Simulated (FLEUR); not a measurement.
Band structure of AlNi (Pm-3m, 2 atoms in the cell).

```xyz
2
Lattice="2.8214 0.0000 0.0000 0.0000 2.8214 0.0000 0.0000 0.0000 2.8214" Properties=species:S:1:pos:R:3 pbc="T T T"
Al     1.4107     1.4107     1.4107
Ni     0.0000     0.0000     0.0000
```

Level of theory: PBE, all-electron FLAPW (FLEUR), scalar-relativistic valence run with FLEUR.

Settings: Kmax = 4 1/bohr; GmaxXC = 12 1/bohr; xcFunctional = pbe; jspins = 1; l_soc = F; mode = hist; fermiSmearingEnergy = 0.00999582 Htr; mesh (inpgen div1-3) = 9 9 9; inpgen gamma flag = false; Gmax = 12 1/bohr; numbands = 0; maxIterBroyd = 40; imix = Anderson; alpha = 0.05.

The starting cell comes from a database of computed structures (which also holds hypothetical and non-ambient phases and stackings), without a prior relaxation at this level. Its lattice was rescaled by a random factor within 2.5 % of one. Spin polarisation is off. Values depend on the basis (sphere radii, cutoffs, local orbitals), which need not be converged.

Levels in eV from the Fermi level, bands 6 to 13:
```
point      6      7      8      9     10    11     12     13
-----  -----  -----  -----  -----  -----  ----  -----  -----
Γ      -3.58  -1.70  -1.70  -1.70   5.73  5.73   5.73   8.54
X      -3.05  -2.47  -2.47  -1.61  -0.71  8.32  10.30  10.30
M      -3.09  -3.09  -2.29  -2.29  -1.13  1.57   2.80  12.87
R      -4.45  -1.09  -1.09   1.91   1.91  1.91   4.23   4.80
```
